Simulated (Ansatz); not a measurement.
L1₂ (Cu3Au-type) Ni3Si was calculated with r²SCANh (PAW; Ansatz, an electronic-structure program).

Settings: plane-wave cutoff 520 eV, 8×8×8 k mesh, Fermi–Dirac smearing 0.05 eV, no spin polarisation, scalar-relativistic PAW data made under PBE.

Pressure at four volumes; x = ln(V/10.270 Å³). One pressure is withheld.

| V (Å³/atom) | x | P (GPa) |
|---|---|---|
| 9.757 | -0.0512 | ? |
| 10.013 | -0.0253 | 6.78 |
| 10.270 | 0.0000 | 0.12 |
| 10.784 | 0.0488 | -10.64 |

**Question.** Pass a parabola P(x) through the three rows shown, estimate the bulk modulus and its pressure derivative near zero pressure, and predict the withheld pressure.

**Answer.** Slopes between the rows: (0.12 − (6.78))/(0.0000 − (-0.0253)) = -263.24 and (-10.64 − (0.12))/(0.0488 − (0.0000)) = -220.49 GPa. Their difference over the span 0.0741 is c = 42.75/0.0741 = 576.9 GPa, so P(x) = 6.78 + (-263.24)(x − (-0.0253)) + 576.9 (x − (-0.0253))(x − (0.0000)). At the middle row B = −dP/dx = −[-263.24 + 576.9 × 0.0253] = 248.6 GPa, and B′ = dB/dP = 2c/B = 4.6. At x = -0.0512 the parabola gives 14.36 GPa; the run gives 14.47 GPa. The Birch–Murnaghan fit to the energies at all volumes has B0 = 247 GPa and B′ = 4.8.

Note: the run has no spin polarisation, so it can have missed a magnetic state.
